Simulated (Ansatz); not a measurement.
# hypothetical CsCl type InP with two functionals, strain tensor (xx, yy, zz, yz, xz, xy) = (−1.43, −1.54, +1.42, +0.56, −0.31, +1.03) %

Start from InP in the CsCl type structure (space group Pm-3m, No. 221; a = 3.449 Å; a hypothetical phase, not in the database extracts checked; relaxed with 0.1 eV smearing). Axes: x, y, z lie along the cube axes.

(Cell as relaxed with PBE.)

Levels (all Ansatz, an electronic-structure program, PAW): PBE (420 eV, scalar-relativistic without spin-orbit coupling); PBEsol (420 eV, no spin-orbit coupling).

Each level relaxes its own structure.

```
base                      PBE    PBEsol
-------------------  --------  --------
volume per atom      20.52 Å³  19.44 Å³
lattice parameter a   3.449 Å   3.388 Å
band gap                 zero      zero
```

One thing is altered: the symmetric strain tensor [-0.0143 0.0103 -0.0031; 0.0103 -0.0154 0.0056; -0.0031 0.0056 0.0142]; the atoms relax in the strained cell.

| quantity | PBE | PBEsol |
|---|---|---|
| pressure (mean of the normal stresses, compression positive) | 1.1 GPa | 1.3 GPa |
| energy relative to the base (free energy F) | +1.9 meV/atom | +2.2 meV/atom |
| shortest interatomic distance | 2.934 Å | 2.882 Å |

PBE's pressure lies 0.2 GPa below PBEsol's; PBE's energy relative to the base lies 0.3 meV/atom below PBEsol's; PBE's shortest interatomic distance lies 0.052 Å above PBEsol's (1.8 %). Neither level is exact; PBEsol is the comparison here, not a measurement.

Stability against distortions was not tested. The final runs are not spin-polarised.
